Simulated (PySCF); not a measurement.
PySCF 2.14.0, R2SCAN/def2-svp, df: Sb(Et)(OH)2 (C[CH2][Sb]([OH])[OH]), 12 atoms. The geometry is a generated start, not checked to be a minimum at this level.

```
Quantity                                             Value
-------------------------  -------------------------------
task                                                energy
method                                              r2scan
basis                                             def2-svp
two-electron scheme                        density fitting
mol.max_memory                                     3000 MB
mf.max_cycle                                           100
mf.init_guess                              minao (default)
mf.DIIS                                    CDIIS (default)
mf.diis_space                                  8 (default)
mf.conv_tol                                1e-09 (default)
mf.grids.level                                 3 (default)
effective core potentials  those of the basis set, past Kr
basis functions                                        117
grid points                                         147016
```

```xyz
12

Sb     0.6486     0.7868     1.4188
C      0.1875    -0.8429     0.0152
C     -1.3018    -1.0127    -0.2103
H      0.6202    -1.7546     0.4209
H      0.6993    -0.6179    -0.9219
H     -1.7475    -0.0932    -0.5870
H     -1.8068    -1.2748     0.7173
H     -1.4905    -1.8032    -0.9362
O      2.4116     1.1309     0.6225
H      2.3396     1.4110    -0.2927
O     -0.2799     2.1406     0.3445
H     -0.2801     1.9301    -0.5910
```

One run each on 2 threads, 1 BLAS thread. Values of level_shift (Hartree) tried: 0 (default), 0.1, 0.3, 1.

Problem. Predict the course of the Fock builds along this series.

Solution. Fewest Fock builds, within one of each other: 0 (default) with 16, 0.1 with 16, 0.3 with 17. The count rises to 44 at 1. All converge to one solution.

```tsv
level_shift (Hartree)	Fock builds	end
0 (default)	16	same solution
0.1	16	same solution
0.3	17	same solution
1	44	same solution
```
